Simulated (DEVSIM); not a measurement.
abrupt GaSb p-n junction

System: abrupt GaSb p-n junction, at 300 K.

```tsv
layer (left to right)	material	thickness (μm)	Nd (cm⁻³)	Na (cm⁻³)	τn (s)	τp (s)
1	GaSb	0.770	-	6.4e16	4.8e-8	4.8e-8
2	GaSb	140	9.7e15	-	4.8e-8	4.8e-8
```

Left contact: ohmic. Right contact: ohmic. Voltage is applied to the left contact. Recombination: SRH at mid-gap, radiative. Mobility is μmin + (μ − μmin)/(1 + (N/Nref)^α).

This is a model device: material constants are rounded textbook-type values typed into the input, and sizes, dopings and lifetimes were drawn at random. Values at 300 K.

| parameter | GaSb |
|---|---|
| gap (eV) | 0.726 |
| affinity (eV) | 4.06 |
| permittivity | 15.7 |
| Nc (cm⁻³) | 2.1e17 |
| Nv (cm⁻³) | 1.8e19 |
| μn (cm²/Vs) | 5000 |
| μp (cm²/Vs) | 850 |
| μn,min | 1000 |
| μp,min | 190 |
| Nref,n | 2.8e17 |
| Nref,p | 9e17 |
| αn | 1.05 |
| αp | 0.65 |
| B (cm³/s) | 1e-10 |

Model (solved in DEVSIM): 1D drift-diffusion, Boltzmann statistics, complete ionisation; no tunnelling, impact ionisation, image-force lowering or self-heating.

| Item | Result |
|---|---|
| Potential step across the device at zero bias | 0.501 V |
| Largest field in the device at zero bias | 30000 V/cm |
| Dark forward voltage at 1 A/cm² | 0.300 V |
| Dark forward voltage at 100 A/cm² | 0.597 V |

Dark reverse current:

| V (V) | J (A/cm²) |
|---|---|
| -0.20 | -3.5e-5 |
| -0.50 | -5.7e-5 |
| -1.00 | -8.5e-5 |
| -1.50 | -0.00011 |
| -2.00 | -0.00013 |
| -3.00 | -0.00016 |
| -4.00 | -0.00019 |
| -5.00 | -0.00022 |

Small-signal capacitance in reverse bias (quasi-static):

```
V (V)  C (nF/cm²)
-----  ----------
-0.2         38.0
-0.5         31.4
-1           25.4
-1.5         21.9
-2           19.6
-3           16.5
-4           14.5
-5           13.1
```
